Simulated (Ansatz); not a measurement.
Start from GaAs in the rock salt structure (space group Fm-3m, No. 225; a hypothetical phase, not in the database extracts checked; relaxed with 0.1 eV smearing).

```yaml
crystal:
  lattice:
    - [0.00000, 2.66521, 2.66521]
    - [2.66521, 0.00000, 2.66521]
    - [2.66521, 2.66521, 0.00000]
  atoms:
    - { symbol: As, position: [0.00000, 0.00000, 0.00000] }
    - { symbol: Ga, position: [0.50000, 0.50000, 0.50000] }
```

Cartesian axes are those of the cell as printed.

Method: r2SCAN (Ansatz, a quantum-chemistry and plane-wave program; PAW; 500 eV plane waves; no spin-orbit coupling), earlier PAW set.

The change: the cell is stretched by 4.19 % along y with no lateral relaxation, atoms relaxed at fixed cell.

**Question.** Predict the stress tensor and what it implies for the stiffness.

**Answer.** Stress of the strained cell less that of the base (GPa, compression positive):
```
   -1.8     0.0     0.0
    0.0    -5.0     0.0
    0.0     0.0    -1.8
```

Then −Δσ_ii/ε with ε = 0.0419 gives secant stiffness values (nonlinear terms included at this strain): C22 ≈ 119 GPa, C12 ≈ 42 GPa and C23 ≈ 42 GPa.

As a check, the harmonic strain energy −½ V₀ Δσ:ε is 12 meV/atom; the computed energy rise is 13 meV/atom.

Whether these cells are dynamically stable was not tested. The final runs are not spin-polarised.
